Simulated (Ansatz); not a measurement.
Results of PBEsol (PAW; Ansatz, a program for electronic structure) for Sc (P6₂22, No. 180, 6 atoms in the cell; start mp-601273; another form than the element's usual one).

Settings: plane-wave cutoff 520 eV, 18×18×4 k mesh (along the axes of the cell as run), Fermi–Dirac smearing 0.05 eV, scalar-relativistic PAW data made under PBE.

Cell (relaxed at this level):

```
Sc
1.0
    3.19640     0.00000     0.00000
   -1.59820     2.76817     0.00000
    0.00000     0.00000    16.07024
Sc
6
Direct
  0.49999   0.00000   0.50000
  0.49999   0.49999   0.66667
  0.00000   0.49999   0.83333
  0.50001   0.00000   0.00000
  0.50001   0.50001   0.16667
  0.00000   0.50001   0.33333
```

**Question.** What does this level give for the bulk modulus B0?

**Answer.** 
bulk modulus B0: 52.6 GPa

The run finds no gap.

Note: the bulk modulus is −V dP/dV from two relaxed cells at ±2 % in volume; the relaxation could not lower the start's symmetry, so the cell can be a saddle point above a distorted one.

Computed values are for the static lattice.

Cost on a shared machine: around 5 core-minutes (rough).

A start named mp-… is a Materials Project structure, which need not be a measured phase.
